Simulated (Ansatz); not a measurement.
Base system: KTaO3 in the cubic perovskite structure (space group Pm-3m, No. 221; a = 4.023 Å). Axes: x, y, z lie along the cube axes.

Calculations: PBE (Ansatz, an electronic-structure program, PAW, no SOC), earlier PAW set.

The change: an isotropic linear strain of +1.29 %; the atoms relax in the strained cell.

Task: Predict the stress tensor and what it implies for the stiffness.

Result: Stress of the strained cell less that of the base (GPa, compression positive):
```
  -6.66    0.00    0.00
   0.00   -6.66    0.00
   0.00    0.00   -6.66
```

Then B = −ΔP/(ΔV/V₀) with ΔV/V₀ = 0.0392 gives secant stiffness values (nonlinear terms included at this strain): B ≈ 170 GPa.

As a check, the harmonic strain energy −½ V₀ Δσ:ε is 10 meV/atom; the computed energy rise is 11 meV/atom.

Stability against distortions was not tested.
